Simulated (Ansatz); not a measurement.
Consider the following.

End structure of a constructed model of the (110) surface of bcc Mo, p(2x2) surface alloy, Sb on one Mo site of the top plane (bottom of the slab: a bare face, its two planes held):

```
CELL_PARAMETERS angstrom
      5.47470     0.00000     0.00000
     -1.82490     5.16159     0.00000
      0.00000     0.00000    27.50000
ATOMIC_POSITIONS crystal
  Mo 0.25000 0.25000 0.29722
  Mo 0.25000 0.75000 0.29722
  Mo 0.75000 0.25000 0.29722
  Mo 0.75000 0.75000 0.29722
  Mo 0.50000 0.50000 0.37850
  Mo 0.50000 0.00000 0.37850
  Mo 0.00000 0.50000 0.37850
  Mo 0.00000 0.00000 0.37850
  Mo 0.74949 0.74949 0.45949
  Mo 0.75139 0.24861 0.46014
  Mo 0.24861 0.75139 0.46014
  Mo 0.25051 0.25051 0.45949
  Mo 0.00000 0.00000 0.54215
  Mo 0.00000 0.50000 0.54094
  Mo 0.50000 0.00000 0.54094
  Mo 0.50000 0.50000 0.54049
  Mo 0.24862 0.24862 0.62240
  Mo 0.25538 0.74462 0.62260
  Mo 0.74462 0.25538 0.62260
  Mo 0.75138 0.75138 0.62240
  Sb 0.50000 0.50000 0.72259
  Mo 0.50000 0.00000 0.69925
  Mo 0.00000 0.50000 0.69925
  Mo 0.00000 0.00000 0.69944
```

Slab: 24 atoms, 11.2 Å thick at the start; k 7x7x1, smearing 0.1 eV, dipole-corrected; 8 atoms held, the rest relaxed; symmetry of the start imposed; no spin, no spin-orbit, no U. It is one candidate, not shown to be the stable structure of the face.

**Question.** What is the computed work function of the top face (PBE in Ansatz, an electronic-structure program)?

**Answer.** 4.26 eV
